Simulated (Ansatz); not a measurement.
Here is the system:

```
MoS2
1.0
    3.18832     0.00000     0.00000
   -1.59416     2.76116     0.00000
    0.00000     0.00000    12.00721
Mo S
2 4
Direct
  0.33333   0.66667   0.25000
  0.66667   0.33333   0.75000
  0.33333   0.66667   0.62164
  0.66667   0.33333   0.12164
  0.66667   0.33333   0.37836
  0.33333   0.66667   0.87836
```

No spin polarisation.

Method: Kohn–Sham DFT with the PBEsol-D3(BJ) functional, run in Ansatz (a program for electronic structure) with PAW and 420 eV plane waves, spin-orbit coupling left out, earlier PAW set. k-mesh 12×12×3 (Γ-centred); smearing 0.05 eV (Fermi–Dirac).

Question: Predict the band gap, pressure and smallest direct gap.

Answer: The band gap comes out as 0.69 eV, the pressure (mean of the normal stresses, compression positive) is -5.62 GPa and the smallest direct gap is 1.55 eV.

The cells carry an imposed strain or load. Stability against distortions was not tested. The cell was made from MoS2 in the 2H-MoS2 type structure (space group P6_3/mmc, No. 194; layered, stacked along the Cartesian z axis) by this change: isotropic strain +2.55 %.
